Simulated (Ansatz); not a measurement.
A self-consistent single point of LuHg (P4mm, 2 atoms in the cell) with Ansatz (an electronic-structure program).

Computed with LDA (PW92), default PAW files made with PBE (plane waves; Ansatz).

The change in words: lattice scaled by 0.98; kpoints.mp_grid.grid: 9 9 9 → 8 8 8. Reference geometry:
```yaml
crystal:
  lattice:
    - [3.62808, 0.00000, 0.00000]
    - [0.00000, 3.62808, 0.00000]
    - [0.00000, 0.00000, 3.62808]
  atoms:
    - { symbol: Lu, position: [0.50000, 0.50000, 0.51378] }
    - { symbol: Hg, position: [0.00000, 0.00000, 0.00000] }
```

Reference input (self-consistent single point, DFT, LDA (PW92), plane waves, default PAW files made with PBE): basis.ecutwfc = 30.9 Ry; kpoints.mp_grid.grid = 9 9 9; hamiltonian.xc = lda; hamiltonian.pseudopotentials = {kind: paw} (the program's default PAW files); scf.occupations.method = gaussian; scf.occupations.width = 0.0073 Ry. This run's input differs from it in these lines:

Ansatz 0.2 input:
```diff
@@ -3,7 +3,7 @@
   lattice:
-    - [3.62808000, 0.00000000, 0.00000000]
-    - [0.00000000, 3.62808000, 0.00000000]
-    - [0.00000000, 0.00000000, 3.62808000]
+    - [3.55551800, 0.00000000, 0.00000000]
+    - [0.00000000, 3.55551800, 0.00000000]
+    - [0.00000000, 0.00000000, 3.55551800]
   atoms:
-    - { symbol: Lu, position_ang: [1.81404000, 1.81404000, 1.86403857] }
+    - { symbol: Lu, position_ang: [1.77775900, 1.77775900, 1.82675759] }
     - { symbol: Hg, position_ang: [0.00000000, 0.00000000, 0.00000000] }
@@ -12,3 +12,3 @@
 kpoints:
-  mp_grid: { grid: [9, 9, 9] }
+  mp_grid: { grid: [8, 8, 8] }
 hamiltonian:
```

Output (repeated stretches shortened):

```
SCF iter   1: F=—  HF=-28016.552655 eV  |F-HF|=—  |Δ(HF+E_count)|=         —  Δρ=4.26e-3  dr2=4.16e-3  ethr=1.77e-3  ⟨swp⟩=5.3  Hψ=10129  notcnv=0
all-band conjugate gradients solve this SCF's bands
preconditioner: auto → Kerker (q_TF=auto, 2.729 Å⁻¹)
SCF iter   2: F=—  HF=-28016.550841 eV  |F-HF|=—  |Δ(HF+E_count)|=   1.81e-3  Δρ=2.21e-3  dr2=9.27e-4  ethr=9.25e-6  ⟨swp⟩=2.7  Hψ=5154  notcnv=0
SCF iter   3: F=—  HF=-28016.550731 eV  |F-HF|=—  |Δ(HF+E_count)|=   1.11e-4  Δρ=1.19e-3  dr2=2.17e-4  ethr=2.06e-6  ⟨swp⟩=2.8  Hψ=4152  notcnv=0
SCF iter   4: F=—  HF=-28016.550670 eV  |F-HF|=—  |Δ(HF+E_count)|=   6.04e-5  Δρ=4.27e-4  dr2=4.08e-5  ethr=4.82e-7  ⟨swp⟩=2.9  Hψ=4341  notcnv=0
SCF iter   5: F=—  HF=-28016.550664 eV  |F-HF|=—  |Δ(HF+E_count)|=   6.09e-6  Δρ=8.12e-5  dr2=3.33e-6  ethr=9.07e-8  ⟨swp⟩=2.8  Hψ=3906  notcnv=0
SCF iter   6: F=—  HF=-28016.550664 eV  |F-HF|=—  |Δ(HF+E_count)|=   4.92e-7  Δρ=2.08e-5  dr2=1.34e-7  ethr=7.40e-9  ⟨swp⟩=2.1  Hψ=3500  notcnv=0
SCF iter   7: F=-28016.550664 eV  HF=-28016.550664 eV  |F-HF|=2.04e-8  |Δ(HF+E_count)|=   2.71e-8  Δρ=6.96e-6  dr2=1.28e-8  ethr=2.22e-10  ⟨swp⟩=8.7  Hψ=12703  notcnv=0
SCF 1 converged in 7 iterations: F = -28016.550664 eV  dr2 = 1.28e-8
Free energy (F): -28016.550664 eV
Internal energy: -28016.541203 eV  (E = F + TS)
E sigma→0 (E₀):  -28016.545933 eV
Entropy (-TS):   -0.009461 eV (-4.730 meV/atom)
Fermi energy:    17.350627 eV
--- Forces (eV/Å), atoms counted from 1 ---
  atom   1  Lu     0.00000000     0.00000000    -0.12715999
  atom   2  Hg     0.00000000     0.00000000     0.12715328
--- Stress (GPa, compression-positive) ---
       -0.801786       0.000000      -0.000000
        0.000000      -0.801786       0.000000
       -0.000000       0.000000      -0.857579
  P = ⅓ Tr σ = -0.8204 GPa (-8.204 kbar)
  The stress holds the Pulay correction. Without it, at fixed plane waves, as pw.x and ABINIT print it: P = -0.8665 GPa
```

The run converged in 7 iterations. Against the reference run the free energy falls by 24.6 meV/atom, the pressure goes from -5.32 to -0.82 GPa and the largest force goes from 0.088 to 0.127 eV/Å.

The starting cell comes from a database of computed structures (which also holds hypothetical and non-ambient phases and stackings), without a prior relaxation at this level. Its lattice was rescaled by up to half a per cent. One atom was moved a little off its site on purpose. For this run, on top of that: lattice scaled by 0.98. Ansatz's pressure includes its estimate of the finite-basis (Pulay) stress.
